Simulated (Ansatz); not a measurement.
System: K₂SO₄ (Pnma, No. 62). Method: LDA (Ansatz, a quantum-chemistry and plane-wave program, plane waves, PAW).

Numerical settings: plane-wave cutoff 520 eV, 6×6×4 k mesh (along the axes of the cell as run), Fermi–Dirac smearing 0.01 eV, scalar-relativistic PAW data made under PBE.

Equation-of-state points:

```
V (Å³/atom)  E − E_lowest (meV/atom)  P (GPa)
-----------  -----------------------  -------
13.588                          3.22    1.905
13.871                          0.77    0.889
14.154                          0.00    0.002
14.438                          0.70   -0.777
14.721                          2.69   -1.456
```

Task: What bulk modulus B0 and pressure derivative B′ does a third-order Birch–Murnaghan fit give?

Result: V0 = 14.154 Å³/atom, B0 = 41.5 GPa, B′ = 5.7 (fit to the energies at full precision).

Shape and atoms are relaxed at each volume.

Note: the relaxation could not lower the start's symmetry, so the cell can be a saddle point above a distorted one; the volume lies 9 % below that of the published cell; the bulk modulus comes from volumes at which shape and atoms were relaxed.

Computed values are for the static lattice.
